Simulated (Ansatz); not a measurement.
The starting structures come from a database of crystals and need not be the phases stable at ambient conditions.

 Where the default PAW files enter, the runs use the earlier of Ansatz's two default sets.

Data:

```
CELL_PARAMETERS angstrom
      3.93022     0.00000     0.00000
     -1.96511     6.51678     0.00000
      1.96511     0.59257     3.35169
ATOMIC_POSITIONS crystal
  Ga 0.99511 0.99267 0.00244
  Ga 0.00499 0.50748 0.49751
  P  0.25005 0.87507 0.37498
  As 0.24986 0.37479 0.87507
```

Space group of this cell: R3m. The cell is taken as given.

These are r2SCAN (plane waves, PAW; Ansatz, an electronic-structure program) values and carry that method's errors.

The current runs along the normal of the first two printed vectors; no spin-orbit coupling. Scaled by the factor s: the length along the current (ions clamped). Meshes 10×10×10 and 8×6 across the current in all rows.

```tsv
s	mean pressure (GPa)	band gap (eV)
0.97	2.7	1.35
1.00	0.0	1.46
1.03	-2.2	?
```

Task: Take the slope of the band gap against ln s from the two given rows, extrapolate to s = 1.03, and say what the run there gives.

Result: Slope = (1.35 − 1.46) / ln 0.97 = 3.61 eV. The line gives 1.46 + (3.61) × ln 1.03 = 1.57 eV. The run gives 1.16 eV, 0.41 eV under the line, 381 % of the predicted step.
